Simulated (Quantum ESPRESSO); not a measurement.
A self-consistent single point of YZr (P-6m2, 2 atoms in the cell) with Quantum ESPRESSO.

Method: PBEsol, SSSP 1.1.2 precision (PBE) pseudopotentials (plane waves; Quantum ESPRESSO 7.5).

```xyz
2
Lattice="3.4236 0.0000 0.0000 -1.7118 2.9649 0.0000 0.0000 0.0000 5.4026" Properties=species:S:1:pos:R:3 pbc="T T T"
Y      1.7118     0.9883     2.7013
Zr     0.0000     1.9766     0.0000
```

Reference input (self-consistent single point, DFT, PBEsol, plane waves, SSSP 1.1.2 precision (PBE) pseudopotentials): ecutwfc = 50 Ry; ecutrho = 400 Ry; occupations = smearing; smearing = mp; degauss = 0.0036749 Ry; input_dft = pbesol; potentials = {Y: Y_pbe_v1.uspp.F.UPF, Zr: Zr_pbe_v1.uspp.F.UPF}; K_POINTS = automatic 9 9 5 0 0 0; conv_thr = 1e-09 Ry. This run's input differs from it in these lines:

```diff
@@ -31,3 +31,3 @@
 K_POINTS {automatic}
-9 9 5  0 0 0
+6 6 4  0 0 0
```

Output, abridged:

```
     Self-consistent Calculation

     iteration #  1     ecut=    50.00 Ry     beta= 0.70

     Threshold (ethr) on eigenvalues was too large:
     Diagonalizing with lowered threshold

     negative rho (up, down):  1.022E-01 0.000E+00

     total energy              =    -186.26198644 Ry
     estimated scf accuracy    <       0.03267557 Ry

     iteration #  2     ecut=    50.00 Ry     beta= 0.70

     negative rho (up, down):  1.026E-01 0.000E+00

     total energy              =    -186.25773926 Ry
     estimated scf accuracy    <       0.03224841 Ry

     iteration #  3     ecut=    50.00 Ry     beta= 0.70

     negative rho (up, down):  1.029E-01 0.000E+00

     total energy              =    -186.25824008 Ry
     estimated scf accuracy    <       0.10383689 Ry

   [... 5 blocks of this kind left out ...]

     iteration #  9     ecut=    50.00 Ry     beta= 0.70

     negative rho (up, down):  1.030E-01 0.000E+00

     total energy              =    -186.26990297 Ry
     estimated scf accuracy    <          5.8E-09 Ry

     iteration # 10     ecut=    50.00 Ry     beta= 0.70

     negative rho (up, down):  1.030E-01 0.000E+00
     End of self-consistent calculation

     the Fermi energy is    11.4891 ev

!    total energy              =    -186.26990297 Ry
     estimated scf accuracy    <          1.4E-10 Ry
     smearing contrib. (-TS)   =      -0.00009735 Ry
     internal energy E=F+TS    =    -186.26980562 Ry

     convergence has been achieved in  10 iterations

     negative rho (up, down):  1.030E-01 0.000E+00

     Forces acting on atoms (cartesian axes, Ry/au):

     atom    1 type  1   force =     0.00000000    0.00000000    0.00000000
     atom    2 type  2   force =    -0.00000000   -0.00000000    0.00000000

     Total force =     0.000000     Total SCF correction =     0.000000

     negative rho (up, down):  1.030E-01 0.000E+00
          total   stress  (Ry/bohr**3)                   (kbar)     P=      -32.80
  -0.00022936  -0.00000000   0.00000000          -33.74       -0.00        0.00
  -0.00000000  -0.00022936   0.00000000           -0.00      -33.74        0.00
   0.00000000   0.00000000  -0.00021012            0.00        0.00      -30.91

   JOB DONE.
```

The run converged in 10 iterations. Against the reference run the free energy drops by 4.8 meV/atom and the pressure goes from -2.97 to -3.28 GPa.

The starting cell comes from a database of computed structures (which also holds hypothetical and non-ambient phases and stackings), without a prior relaxation at this level. With a pressure of about -3 GPa the cell is away from its equilibrium volume at this level.
